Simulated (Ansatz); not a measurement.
Electronic density of states of amorphous Se$_{54}$I$_{4}$, density 4.53 g/cm³, on a 2×2×2 Γ-centred mesh with a Gaussian width of 0.1 eV; energies count from the Fermi level, whose place inside the gap is arbitrary. Cell and mesh are small, so fine structure isn't converged. The numbers are results of PBE-D3(BJ), scalar-relativistic without spin-orbit coupling, PAW (Ansatz default set, large-core I and Se) (plane waves to 420 eV; Ansatz, an electronic-structure program), not measurements. Sampling: a 2×2×2 Γ-centred mesh; Fermi-Dirac width 0.05 eV; no spin polarisation.

Preparation: random packing, a CHGNet melt and quench, and a DFT relaxation. The hot cell started wider than the set density and was brought back towards it in steps. It is the lowest in DFT energy of 3 quenches. It is a model cell: composition and starting density were chosen by hand, and all elements were melted together. The geometry includes D3(BJ) dispersion. Its density started from a set value of 4.47 and ended at 4.53 g/cm³. Cooling (nominally 53 K/ps over its main leg) ran many orders faster than in experiment, which tends to leave more defects and strain. One small periodic cell is one sample of the glass; other quenches scatter about these values. Volume and shape were free in the relaxation.

```
E - EF (eV)  states/(eV atom)
-----------  ----------------
-12.00                   0.38
-11.90                   0.37
-11.80                   0.28
-11.70                   0.34
-11.60                   0.37
-11.50                   0.35
-11.40                   0.34
-11.30                   0.34
-11.20                   0.39
-11.10                   0.37
-11.00                   0.36
-10.90                   0.43
-10.80                   0.48
-10.70                   0.41
-10.60                   0.35
-10.50                   0.31
-10.40                   0.36
-10.30                   0.27
-10.20                   0.10
-10.10                   0.01
-10.00                   0.00
-9.90                    0.00
-9.80                    0.00
-9.70                    0.00
-9.60                    0.00
-9.50                    0.00
-9.40                    0.00
-9.30                    0.00
-9.20                    0.00
-9.10                    0.00
-9.00                    0.00
-8.90                    0.00
-8.80                    0.00
-8.70                    0.00
-8.60                    0.00
-8.50                    0.00
-8.40                    0.00
-8.30                    0.00
-8.20                    0.00
-8.10                    0.00
-8.00                    0.00
-7.90                    0.00
-7.80                    0.00
-7.70                    0.00
-7.60                    0.00
-7.50                    0.00
-7.40                    0.00
-7.30                    0.00
-7.20                    0.00
-7.10                    0.00
-7.00                    0.00
-6.90                    0.00
-6.80                    0.00
-6.70                    0.00
-6.60                    0.00
-6.50                    0.00
-6.40                    0.00
-6.30                    0.01
-6.20                    0.09
-6.10                    0.19
-6.00                    0.31
-5.90                    0.58
-5.80                    0.61
-5.70                    0.65
-5.60                    0.80
-5.50                    0.80
-5.40                    0.71
-5.30                    0.70
-5.20                    0.75
-5.10                    0.72
-5.00                    0.67
-4.90                    0.75
-4.80                    0.78
-4.70                    0.75
-4.60                    0.73
-4.50                    0.75
-4.40                    0.75
-4.30                    0.75
-4.20                    0.74
-4.10                    0.72
-4.00                    0.69
-3.90                    0.63
-3.80                    0.65
-3.70                    0.61
-3.60                    0.56
-3.50                    0.48
-3.40                    0.45
-3.30                    0.43
-3.20                    0.34
-3.10                    0.32
-3.00                    0.42
-2.90                    0.52
-2.80                    0.57
-2.70                    0.58
-2.60                    0.62
-2.50                    0.66
-2.40                    0.72
-2.30                    0.82
-2.20                    0.82
-2.10                    0.81
-2.00                    0.83
-1.90                    0.85
-1.80                    0.91
-1.70                    0.93
-1.60                    0.91
-1.50                    0.89
-1.40                    0.92
-1.30                    0.95
-1.20                    1.01
-1.10                    1.00
-1.00                    0.88
-0.90                    0.79
-0.80                    0.78
-0.70                    0.77
-0.60                    0.78
-0.50                    0.67
-0.40                    0.45
-0.30                    0.22
-0.20                    0.09
-0.10                    0.03
0.00                     0.00
0.10                     0.03
0.20                     0.11
0.30                     0.17
0.40                     0.14
0.50                     0.06
0.60                     0.08
0.70                     0.25
0.80                     0.41
0.90                     0.48
1.00                     0.53
1.10                     0.59
1.20                     0.61
1.30                     0.65
1.40                     0.70
1.50                     0.80
1.60                     0.86
1.70                     0.83
1.80                     0.82
```

The gap on this mesh is 0.38 eV; the broadening fills part of it in the curve.
